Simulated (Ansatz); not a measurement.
## Cl on the 1x1 (100) surface of monoclinic HfO2 (cut with top plane 2 O), one in a 1x1 cell, started at the site 'bridge O-O (span 5.2 Å)'

Host crystal: monoclinic HfO2, with a band gap (PBE, scalar-relativistic without spin-orbit coupling).

These are r2SCAN, at the PBE geometry and the start's symmetry (plane waves to 500 eV, PAW; Ansatz, a first-principles code) values and carry that method's errors.

Model: 25-atom slab, 9.3 Å thick at the start under the adsorbate (thin: gaps and levels are the slab's own), 4x4x1 mesh, Fermi-Dirac 0.01 eV, dipole correction, single point; no symmetry held, on the structure that PBE left; spin-polarised, ending with about 1.0 μB a cell; orders that need a larger cell were not tried, no spin-orbit, no U, no dispersion correction. The program's check for a lower electronic state was not made. At the end it is bonded to Hf. In PBE it is, or lies within 0.03 eV of, the lowest of the starts that converged; the order may differ at this level.

| Item | Value |
|---|---|
| adsorption energy against ½ Cl2(g) at the same level | -0.22 eV |
| gap of the slab on its k-mesh | 0.85 eV |
| highest filled level below the top vacuum level | 7.95 eV |
| change of the step from the bottom to the top vacuum level, against the clean slab | 0.39 eV |
| height of the binding atom over the mean of the host atoms within 0.3 Å of the top one | 0.986 Å |
| magnetic moment of the cell | 1.00 μB |
| nearest host atoms of the binding atom | O at 2.43 Å, Hf at 2.58 Å, O at 3.09 Å |
| caution | the clean host was not checked against rearrangement in a larger or rattled cell |
| note | in the relaxation the adsorbate left its starting site by 1.0 Å |
| cost | about 21 core-minutes (a rough figure) |

A negative adsorption energy means that the adsorbate is more stable on the surface than in its reference.
